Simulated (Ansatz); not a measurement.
The starting structures come from a database of crystals and need not be the phases stable at ambient conditions.

 Where the default PAW files enter, the runs use the earlier of Ansatz's two default sets.

Tunnelling through a barrier is set by its complex band structure: the current falls as exp(−2κd) with the smallest κ.

Here is the system:

```yaml
crystal:
  lattice:
    - [6.34882, 0.00000, 0.00000]
    - [0.00000, 6.37269, 0.00000]
    - [0.00000, 3.18634, 3.18634]
  atoms:
    - { symbol: Al, position: [0.00000, 0.00000, 0.00000] }
    - { symbol: In, position: [0.50000, 0.50000, 0.00000] }
    - { symbol: Sb, position: [0.76663, 0.00000, 0.50000] }
    - { symbol: Sb, position: [0.23337, 0.50000, 0.50000] }
```

Space group of this cell: P-4m2. The cell is taken as given.

Transport runs along the normal of the first two printed cell vectors, the (110) plane of the conventional cell.

The gap is the functional's own, uncorrected, and κ follows it; spin-orbit coupling is left out. Mid-gap values are interpolated between the computed energies.

### Question
Compute, with Ansatz (an electronic-structure program) with r2SCAN, the band gap and the smallest decay constant κ at mid-gap.

### Answer
Gap 0.94 eV on a 6×10×10 mesh; κ = 0.058 1/Å, at the zone centre.
